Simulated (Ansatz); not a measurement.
BN (model structure, started from the MgO type, Pm-3n, No. 223, 12 atoms in the cell)

Level of theory: r²SCAN (plane waves, PAW; Ansatz, a program for electronic structure).

Settings: plane-wave cutoff 560 eV, 8×8×8 k mesh, Fermi–Dirac smearing 0.01 eV, scalar-relativistic PAW data made under PBE.

Cell (relaxed at this level):

Space group Pm-3n (No. 223); a = b = c = 4.420 Å, α = β = γ = 90.00°

```tsv
atom	site	symmetry	x	y	z
B	6c	-4m.2	0.0000	0.5000	0.2500
N	6d	-4m.2	0.0000	0.2500	0.5000
```

```yaml
band_gap: 4.78 eV (on the SCF k mesh)
"Γ–Γ gap": 6.33 eV
```

Note: the relaxation could raise the start's symmetry but not lower it, so the cell can be a saddle point.

Computed values are for the static lattice.

A model structure was made by putting elements into a prototype or built by hand; it is no filed structure, need not be a known phase, and can be a saddle point held by its symmetry.
